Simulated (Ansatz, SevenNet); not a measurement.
## AlB2-type TiB2: properties by level of theory

Reference values: lattice constant a 3.029 Å (measured, 293 K, no zero-point or thermal correction; as tabulated in R. G. Munro, J. Res. NIST 105, 709 (2000), Material Properties of Titanium …); lattice parameter c 3.229 Å (measured, 293 K, no zero-point or thermal correction; as tabulated in R. G. Munro, J. Res. NIST 105, 709 (2000), Material Properties of Titanium …).

```csv
level (code),equilibrium lattice constant a (Å),lattice parameter c (Å)
SevenNet-l3i5,3.032,3.233
PBE-D3(BJ) (Ansatz),3.004,3.181
PBE-D4 (Ansatz),3.010,3.171
```

Differences from the reference values (errors of the level alone only where the reference is corrected to a static lattice):

| level | lattice constant a (%) | lattice parameter c (%) |
|---|---|---|
| SevenNet-l3i5 | +0.10 | +0.12 |
| PBE-D3(BJ) | -0.83 | -1.49 |
| PBE-D4 | -0.63 | -1.80 |

Nearest: lattice constant a, not ranked (reference at room or unstated temperature); lattice parameter c, not ranked (reference at room or unstated temperature).

Machine-learned potentials (SevenNet-l3i5) are trained on DFT data: a solid inside that data is no test of them.

Ansatz's density-functional and Hartree–Fock values are scalar-relativistic unless marked +SOC, with PAW data made under PBE.

Differences are worked out from the printed values.

Static lattice: no zero-point or thermal effects.

Ansatz is a quantum-chemistry and plane-wave program.
